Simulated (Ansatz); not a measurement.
# Effect of pressure 1.8 GPa on CdS

The reference is CdS in the wurtzite structure (space group P6_3mc, No. 186; a = 4.1643 Å, c = 6.7688 Å).

Now apply this change: a hydrostatic pressure of 1.8 GPa.

Level of theory: r2SCAN (Ansatz, a quantum-chemistry and plane-wave program; PAW; 500 eV plane waves; no spin-orbit coupling), earlier PAW set. Γ-centred 9×9×5 mesh, Fermi–Dirac width 0.05 eV.

```json
[
 {"quantity": "volume per atom", "base": "25.41 Å³", "changed": "24.71 Å³", "shift": "-0.70 Å³"},
 {"quantity": "density", "base": "4.72 g/cm³", "changed": "4.85 g/cm³", "shift": "+0.13 g/cm³"},
 {"quantity": "lattice parameter a", "base": "4.164 Å", "changed": "4.126 Å", "shift": "-0.0387 Å"},
 {"quantity": "c/a ratio", "base": "1.625", "changed": "1.625", "shift": "0.000"},
 {"quantity": "enthalpy H = E + PV relative to the base's energy", "base": "–", "changed": "+0.28 eV/atom", "shift": "–"},
 {"quantity": "band gap", "base": "1.63 eV", "changed": "1.70 eV", "shift": "+0.07 eV"},
 {"quantity": "gap character", "base": "direct at Γ", "changed": "direct at Γ", "shift": "–"},
 {"quantity": "mean gap deformation potential ΔEg/Δln V", "base": "–", "changed": "-2.4 eV", "shift": "–"},
 {"quantity": "width of the top valence band", "base": "1.66 eV", "changed": "1.75 eV", "shift": "+0.09 eV"},
 {"quantity": "electron mass", "base": "0.15 mₑ along c, 0.16 mₑ across (at Γ)", "changed": "0.15 mₑ along c, 0.16 mₑ across (at Γ)", "shift": "–"},
 {"quantity": "valence-band top at Γ (three highest levels, from the VBM)", "base": "0.00, 0.00, -0.04 eV", "changed": "0.00, 0.00, -0.05 eV", "shift": "–"}
]
```

Final structure:

```yaml
crystal:
  lattice:
    - [4.12565, 0.00000, 0.00000]
    - [-2.06282, 3.57291, 0.00000]
    - [0.00000, 0.00000, 6.70589]
  atoms:
    - { symbol: Cd, position: [0.66667, 0.33333, 0.00100] }
    - { symbol: Cd, position: [0.33333, 0.66667, 0.50100] }
    - { symbol: S, position: [0.66667, 0.33333, 0.62420] }
    - { symbol: S, position: [0.33333, 0.66667, 0.12420] }
```

Load acts through the strain it causes; cell and atoms are relaxed under it. Effective masses come from finite differences of ±0.01 Å⁻¹. Whether these cells are dynamically stable was not tested.
